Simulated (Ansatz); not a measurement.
For CsCl-type PdIn, LDA (Ansatz, an electronic-structure program, plane waves, PAW) gives:

| Property | Value |
|---|---|
| lattice parameter a | 3.214 Å |
| bulk modulus | 150 GPa |

**Question.** What does r²SCAN+SOC (Ansatz, PAW) give for the same quantities?

**Answer.** 
- lattice constant a: 3.266 Å (rises by 1.6 %)
- bulk modulus: 133 GPa (decreases by 11 %)

Changes are worked out from the printed values.

Unless a cell is named, each level is at its own relaxed cell (LDA 16.61, r²SCAN+SOC 17.43 Å³/atom).

Ansatz's density-functional and Hartree–Fock values are scalar-relativistic unless marked +SOC, with PAW data made under PBE.
